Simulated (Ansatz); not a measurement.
## rock-salt TiN (1 1 0) on rock-salt MgO (1 1 0) (film strained to the substrate, started from cuts of the bulks and a machine-learned relaxation; slabs Mg10O10 and N6Ti6, which can lie off the formulas)

A periodic stack without vacuum, rock-salt TiN (1 1 0) on rock-salt MgO (1 1 0) (film strained to the substrate, started from cuts of the bulks and a machine-learned relaxation; slabs Mg10O10 and N6Ti6, which can lie off the formulas): substrate slab Mg10O10, film N6Ti6, surface cells [[0, -1], [1, -1]] and [[0, -1], [1, -1]], film strained by +0.2 and +0.2 %, outermost planes MgO/MgO and NTi/NTi as cut, which need not be the usual terminations and can put a slab off its formula.

The start was prepared with a machine-learned potential, and the result is one local minimum, with the in-plane cell held and forces under 0.04 eV/Å; the film can end far from its bulk form.

These are PBE (plane waves to 420 eV, PAW; Ansatz, an electronic-structure program) values and carry that method's errors. Scalar-relativistic, without spin–orbit coupling; the runs are not spin-polarised; PBE gaps are too small against experiment. Its k-point mesh 13×7×1, Fermi–Dirac width 0.05 eV.

```
Property                                                                                   Result
--------------------------------------------------------------------------------  ---------------
interface area                                                                            12.8 Å²
period                                                                                    24.16 Å
heights between the nearest atoms of the two slabs at the two interfaces          1.55 and 1.55 Å
Mg–Ti contacts across the interfaces within 1.22 times the sum of covalent radii  12, mean 3.10 Å
Mg–N contacts across the interfaces within 1.22 times the sum of covalent radii    4, mean 2.16 Å
O–Ti contacts across the interfaces within 1.22 times the sum of covalent radii    4, mean 2.25 Å
hole barrier (PBE)                                                                        3.45 eV
electron barrier (PBE)                                                                    1.01 eV
```

```
Mg5Ti3N3O5
1.0
    3.00681     0.00147     0.07568
    3.00696     4.25486    -0.01301
    2.37454     0.50819    24.22527
Mg O N Ti
10 10 6 6
Direct
  0.33475   0.87631   0.08919
  0.39692   0.37630   0.02697
  0.21030   0.87630   0.21377
  0.27240   0.37629   0.15159
  0.08571   0.87628   0.33829
  0.14799   0.37628   0.27610
  0.96065   0.87628   0.46279
  0.02305   0.37628   0.40064
  0.83370   0.87634   0.58744
  0.89711   0.37632   0.52522
  0.89683   0.87633   0.02693
  0.83421   0.37632   0.08968
  0.77258   0.87632   0.15139
  0.71013   0.37632   0.21390
  0.64799   0.87632   0.27603
  0.58552   0.37633   0.33838
  0.52315   0.87633   0.40053
  0.46009   0.37634   0.46302
  0.39800   0.87633   0.52476
  0.33466   0.37633   0.58750
  0.27181   0.87637   0.65148
  0.20962   0.37636   0.71380
  0.14708   0.87636   0.77649
  0.08595   0.37635   0.83785
  0.02332   0.87635   0.90056
  0.96118   0.37633   0.96287
  0.70992   0.87636   0.71355
  0.76644   0.37635   0.65648
  0.58351   0.87633   0.84010
  0.64957   0.37636   0.77424
  0.46632   0.87633   0.95788
  0.52283   0.37635   0.90079
```
